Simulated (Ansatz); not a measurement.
ScC₆ (model structure, started from the CaC6 type, R-3m, No. 166, 7 atoms in the cell), treated with LDA in Ansatz (PAW).

Run with plane-wave cutoff 520 eV, 16×16×16 k mesh, Fermi–Dirac smearing 0.05 eV, scalar-relativistic PAW data made under PBE.

Cell (relaxed at this level):

```cif
data_C18Sc3
_chemical_formula_sum 'Sc3 C18'
_space_group_name_H-M_alt 'R-3m :H'
_space_group_IT_number 166
_space_group_name_Hall '-R 3 2"'
_cell_length_a 4.31471
_cell_length_b 4.31471
_cell_length_c 11.59686
_cell_angle_alpha 90.000
_cell_angle_beta 90.000
_cell_angle_gamma 120.000
loop_
_atom_site_label
_atom_site_type_symbol
_atom_site_symmetry_multiplicity
_atom_site_Wyckoff_symbol
_atom_site_fract_x
_atom_site_fract_y
_atom_site_fract_z
_atom_site_occupancy
Sc1 Sc 3 a 0.00000 0.00000 0.00000 1
C1 C 18 g 0.33333 0.33331 0.16667 1
```
(The calculation used a cell of 7 atoms; values per cell refer to that cell.)

Q: Estimate the bulk modulus that the calculation returns.

A: 
* **bulk modulus**: 185 GPa

The run finds no gap.

Note: the bulk modulus is −V dP/dV from two relaxed cells at ±2 % in volume; the relaxation could raise the start's symmetry but not lower it, so the cell can be a saddle point.

The result took roughly 4 core-minutes.

A model structure was made by putting elements into a prototype or built by hand; it is no filed structure, need not be a known phase, and can be a saddle point held by its symmetry.

Ansatz is a quantum-chemistry and plane-wave program.
